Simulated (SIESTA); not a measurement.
Worked example: self-consistent single point of Ti5Te4 (I4/m, 9 atoms in the cell) in SIESTA.

Method: GGA PBEsol, numerical atomic orbitals DZP, PseudoDojo PBEsol standard norm-conserving potentials (rewritten from UPF to PSML) (SIESTA).

```
Ti5Te4
1.0
   -5.09893     5.09893     1.87898
    5.09893    -5.09893     1.87898
    5.09893     5.09893    -1.87898
Ti Te
5 4
Direct
  0.00000   0.00000   0.00000
  0.31387   0.62097   0.93484
  0.68613   0.37903   0.06516
  0.62097   0.68613   0.30710
  0.37903   0.31387   0.69290
  0.06008   0.72216   0.78224
  0.93992   0.27784   0.21776
  0.72216   0.93992   0.66208
  0.27784   0.06008   0.33792
```

Reference input (self-consistent single point, DFT, GGA PBEsol, numerical atomic orbitals DZP, PseudoDojo PBEsol standard norm-conserving potentials (rewritten from UPF to PSML)): XC.functional = GGA; XC.authors = PBEsol; potentials = PseudoDojo PBEsol standard; PAO.BasisSize = DZP; PAO.EnergyShift = 0.01 Ry; MeshCutoff = 300 Ry; kgrid.MonkhorstPack = 7 7 7; OccupationFunction = FD; ElectronicTemperature = 1160.45 K; MaxSCFIterations = 150; SCF.Mixer.Method = Pulay; SCF.Mixer.Weight = 0.1. This run's input differs from it in these lines:

```diff
@@ -33,3 +33,3 @@
 PAO.EnergyShift              0.01 Ry
-MeshCutoff                   300 Ry
+MeshCutoff                   210 Ry
 %block kgrid.MonkhorstPack
```

Output (repeated stretches shortened):

```
        iscf     Eharris(eV)        E_KS(eV)     FreeEng(eV)     dDmax    Ef(eV) dHmax(eV)
   scf:    1   -19406.043053   -19444.357749   -19444.552691  1.609158 -3.547566  7.698001
   scf:    2   -19450.242771   -19450.276862   -19450.498998  0.433332 -3.633468  6.068916
   scf:    3   -19451.953565   -19451.185297   -19451.409376  0.039907 -3.735296  3.399490
   scf:    4   -19453.514061   -19452.735704   -19452.983548  0.131790 -4.110256  1.342185
   scf:    5   -19452.225364   -19452.664512   -19452.921074  0.072263 -4.071122  2.523666
   [... 9 lines left out ...]
   scf:   15   -19452.868970   -19452.868967   -19453.123379  0.000101 -4.119678  0.000831
   scf:   16   -19452.868968   -19452.868967   -19453.123379  0.000012 -4.119654  0.000309
   scf:   17   -19452.868969   -19452.868968   -19453.123379  0.000013 -4.119640  0.000169
   scf:   18   -19452.868970   -19452.868969   -19453.123379  0.000007 -4.119633  0.000128
SCF Convergence by DM+H criterion
max |DM_out - DM_in|         :     0.0000069741
max |H_out - H_in|      (eV) :     0.0001282430
SCF cycle converged after 18 iterations

Using DM_out to compute the final energy and forces

siesta: E_KS(eV) =           -19452.8690

siesta: E_KS - E_eggbox =    -19452.8690

siesta: Atomic forces (eV/Ang):
     1   -0.000000   -0.000000    0.000000
     2   -0.081175    0.115688   -0.000296
     3    0.081175   -0.115688    0.000296
     4   -0.117167   -0.082277   -0.000021
     5    0.117167    0.082277    0.000021
     6   -0.155072   -0.073015   -0.000536
     7    0.155072    0.073015    0.000536
     8    0.074574   -0.155143   -0.001215
     9   -0.074574    0.155144    0.001214
   Tot    0.000000    0.000000   -0.000000
   Max    0.155144
   Res    0.085843    sqrt( Sum f_i^2 / 3N )
   [... lines left out ...]
siesta: FreeEng =    -19453.123379
   [... lines left out ...]
siesta:     0.019754    0.000746   -0.000013
siesta:     0.000746    0.019788   -0.000003
siesta:    -0.000013   -0.000003    0.027210

siesta: Cell volume =        195.407196 Ang**3

siesta: Pressure (static):
siesta:                Solid            Molecule  Units
siesta:          -0.00024234         -0.00022509  Ry/Bohr**3
siesta:          -0.02225072         -0.02066660  eV/Ang**3
siesta:         -35.64959101        -33.11154805  kBar
```

The run converged in 18 iterations. Against the reference run the free energy goes down by 4.6 meV/atom, the pressure hardly changes (-3.62 to -3.56 GPa) and the largest force stays at 0.172 eV/Å.

The starting cell comes from a database of computed structures (which also holds hypothetical and non-ambient phases and stackings), without a prior relaxation at this level. Spin polarisation is off, so a magnetic state, if there is one, cannot be reached. Values carry the incompleteness of an atom-centred basis.

Cost on one core of a shared machine: roughly 5 min.
